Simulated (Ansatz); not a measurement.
Consider CdS in the zinc blende structure (space group F-43m, No. 216; a = 5.927 Å).

Levels (all Ansatz, a first-principles code, PAW): PBE (420 eV, spin-orbit coupling left out); r2SCAN (500 eV, without spin-orbit coupling).

Its gap is 1.04 eV with PBE and 1.49 eV with r2SCAN.

Now apply this change: a hydrostatic pressure of 7 GPa.

With PBE the gap becomes 1.26 eV.

### Question
If the r2SCAN correction stayed the same, what would the r2SCAN gap be, and what does the r2SCAN run give?

### Answer
A rigid correction of +0.45 eV gives 1.71 eV. The r2SCAN run gives 1.72 eV, so the two effects roughly add.

Single points use the geometry relaxed with PBE. Load acts through the strain it causes; cell and atoms are relaxed under it. No phonon test of stability was made. Tetrahedral semiconductors of this kind turn to denser phases somewhere between about 1 and 50 GPa; those were not computed, so compressed cells here can lie past the real transition.
